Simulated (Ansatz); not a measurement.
Faces of rhombohedral As in 1x1 cells, as slabs relaxed from ideal cuts; for each face the lowest of the symmetric, stoichiometric cuts and spin starts that were computed. The slabs keep the symmetry of their cuts; real faces may buckle, or reconstruct in larger cells. No spin-orbit coupling, no Hubbard U.

Calculation: PBE with D3(BJ) dispersion (plane waves to 420 eV, PAW; Ansatz, a quantum-chemistry and plane-wave program).

| face | cell area (Å²) | outermost plane spacing of the ideal cut (Å) | γ unrelaxed (J/m²) | γ relaxed (J/m²) | work function, top face (eV) |
|---|---|---|---|---|---|
| (0001) | 12.39 | 1.29 | 0.43 | (withheld) | 4.41 |
| (10-10) | 38.27 | 1.09 | 1.26 | 0.94 | 4.74 |
| (10-11) | 13.41 | 1.44 | 0.99 | 0.72 | (withheld) |
| (10-12) | 45.59 | 0.22 | 1.34 | 0.76 | 4.74 |
| (11-20) | 22.10 | 1.89 | 1.12 | (withheld) | 4.69 |

**Question.** Complete the blanks.

**Answer.** 
- (0001), γ relaxed (J/m²): 0.43
- (10-11), work function, top face (eV): 4.77
- (11-20), γ relaxed (J/m²): 0.85
